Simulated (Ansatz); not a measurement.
A working Ansatz (a quantum-chemistry and plane-wave program) input for CeGaPt (Pnma, 12 atoms in the cell) (DFT, LDA (PW92), plane waves, default PAW files made with PBE):

Ansatz 0.2 input:
```yaml
# CeGaPt
crystal:
  lattice:
    - [6.97674500, 0.00000000, 0.00000000]
    - [0.00000000, 4.39222000, 0.00000000]
    - [0.00000000, 0.00000000, 7.57081500]
  atoms:
    - { symbol: Ce, position: [0.98059000, 0.25000000, 0.20034000], spin: 1.0 }
    - { symbol: Ce, position: [0.01941000, 0.75000000, 0.79966000], spin: 1.0 }
    - { symbol: Ce, position: [0.51941000, 0.75000000, 0.70034000], spin: 1.0 }
    - { symbol: Ce, position: [0.48059000, 0.25000000, 0.29966000], spin: 1.0 }
    - { symbol: Ga, position: [0.33019000, 0.25000000, 0.92257000] }
    - { symbol: Ga, position: [0.66981000, 0.75000000, 0.07743000] }
    - { symbol: Ga, position: [0.16981000, 0.75000000, 0.42257000] }
    - { symbol: Ga, position: [0.83019000, 0.25000000, 0.57743000] }
    - { symbol: Pt, position: [0.21887000, 0.25000000, 0.59532000] }
    - { symbol: Pt, position: [0.78113000, 0.75000000, 0.40468000] }
    - { symbol: Pt, position: [0.28113000, 0.75000000, 0.09532000] }
    - { symbol: Pt, position: [0.71887000, 0.25000000, 0.90468000] }
basis:
  ecutwfc: 420.0 eV
kpoints:
  mp_grid: { grid: [4, 5, 3] }
hamiltonian:
  xc: lda
  pseudopotentials: { kind: paw }
magnetization:
  spin_polarized: true
scf:
  occupations: { method: methfessel_paxton, width: 0.1 eV }
output:
  forces: true
  eigenvalues: true
  stress: true
```

The run converged in 22 iterations: free energy E − TS (on the zero of these files) -89409.9111 eV; Fermi level (on the code's own zero) 16.54 eV; pressure -0.43 GPa; largest force (vector length) 0.130 eV/Å; size of the cell's spin moment 2.18 μB. Each of these slips is then made, one at a time:

(1)
```diff
+  max_iter: 40
+  convergence: { dr2_threshold: 1.0e-22 eV }
```

(2)
```diff
-  occupations: { method: methfessel_paxton, width: 0.1 eV }
+  occupations: { method: fixed }
```

Question: How does each altered input end?

Answer: 
(1) A threshold far tighter than needed, beside a limit on iterations. The run ended unconverged after 40 iterations.
```
did not converge after 40 iterations: dr2 = 5.82e-14 (threshold 1.00e-22), under the density mixer `msr1`, which `scf.mixing.algorithm: auto` chose by the deck's other keys (type `scf.mixing.algorithm: msr1` to keep it); raise `scf.max_iter`, which need not help a stalled SCF, or adjust the mixing (`scf.mixing`) or, under a smearing, its width (`sc [...]
```

(2) Fixed occupations in a spin-polarised run with a free moment. The program stopped before any SCF iteration.
```
Error: inconsistent input (scf.occupations.method, magnetization): a σ = 0 step fill (method: fixed, or a smearing width below the step floor) with no hard lock on the total moment puts the same N_el/2 bands in each spin channel, which gives a total moment of zero, but the starting moments sum to +4.0000 μB; make the starting moments (crystal.atoms [...]
```

The starting cell comes from a database of computed structures (which also holds hypothetical and non-ambient phases and stackings), without a prior relaxation at this level. Its lattice was rescaled by a random factor within 2.5 % of one. The magnetic order is the one reached from the typed start; others were not searched systematically. With U or open f shells several self-consistent states can exist. The f electrons are in the valence without U or exact exchange, which can misplace them near the Fermi level. Spin-orbit terms, which matter for f shells, are left out. Ansatz's pressure includes its estimate of the finite-basis (Pulay) stress.

Left out of this page: 2 runs of the series stopped by limits of time or memory; 3 runs of the series with a known weakness of the program.
